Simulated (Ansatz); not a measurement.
PBE against r2SCAN: hypothetical cubic perovskite RbZnCl3, Cl → S

Base system: RbZnCl3 in the cubic perovskite structure (space group Pm-3m, No. 221; a = 5.0077 Å; a hypothetical phase, not in the database extracts checked).

(Cell as relaxed with PBE.)

Levels (all Ansatz, a first-principles code, PAW): PBE (420 eV, scalar-relativistic without spin-orbit coupling); r2SCAN (500 eV, no SOC).

Each level relaxes its own structure.

| base | PBE | r2SCAN |
|---|---|---|
| volume per atom | 25.12 Å³ | 24.10 Å³ |
| lattice parameter a | 500.8 pm | 493.9 pm |
| band gap | 1.39 eV | 2.19 eV |

The change: every Cl is replaced by S; the structure is relaxed again.

| quantity | PBE | r2SCAN |
|---|---|---|
| lattice parameter a | 488.8 pm | (withheld) |
| band gap | zero | (withheld) |

Task: Given the PBE results, estimate those of r2SCAN.

Result: 
- lattice parameter a, r2SCAN: 491.1 pm
- band gap, r2SCAN: zero

PBE's lattice parameter a lies 2.3 pm below r2SCAN's (0.5 %); the two agree on the band gap. Neither level is exact; r2SCAN is the comparison here, not a measurement.

The magnetic state is the one reached from the starting moments; the real material's order can differ, and small cells can't hold many antiferromagnetic ones. No phonon test of stability was made. As relaxed here, RbZnS3 is a hypothetical phase, not in the database extracts checked. Spin-polarised in the final run: r2SCAN RbZnS3; the other runs are not. An odd electron count without spin: RbZnS3. Many cubic perovskites are stable only at high temperature; tilts and polar distortions were not tested.
